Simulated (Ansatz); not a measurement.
Band structure of ZrN (Fm-3m, 2 atoms in the cell).

```xyz
2
Lattice="0.0000 2.3399 2.3399 2.3399 0.0000 2.3399 2.3399 2.3399 0.0000" Properties=species:S:1:pos:R:3 pbc="T T T"
Zr     2.3399     2.3399     2.3399
N      0.0000     0.0000     0.0000
```

Level of theory: PBE (plane waves, PAW; Ansatz, a quantum-chemistry and plane-wave program).

Settings: kpoints.mp_grid.grid = 8 8 8; hamiltonian.xc = pbe; hamiltonian.pseudopotentials = {kind: paw} (the program's default PAW files); scf.occupations.method = fermi_dirac; scf.occupations.width = 0.05 eV; kpoints.band_path.npoints = 8.

The starting cell comes from a database of computed structures (which also holds hypothetical and non-ambient phases and stackings), without a prior relaxation at this level. Its lattice was rescaled by a random factor within 2.5 % of one.

Levels in eV from the Fermi level, bands 5 to 12:
```tsv
point	5	6	7	8	9	10	11	12
Γ	-15.99	-2.55	-2.55	-2.55	-0.37	-0.37	-0.37	1.45
X	-15.42	-4.57	-3.23	-3.11	-3.11	3.08	4.12	4.12
W	-14.92	-5.18	-4.65	-4.65	0.95	0.95	4.10	4.13
K	-14.96	-5.31	-4.69	-4.28	-0.66	3.13	3.36	4.60
L	-14.06	-7.34	-5.39	-5.39	2.76	2.81	2.81	4.47
U	-14.96	-5.31	-4.69	-4.28	-0.66	3.13	3.36	4.60
```

Bands cross the Fermi level along this path, so the cell is metallic at this level.

Keys are those of Ansatz 0.2.
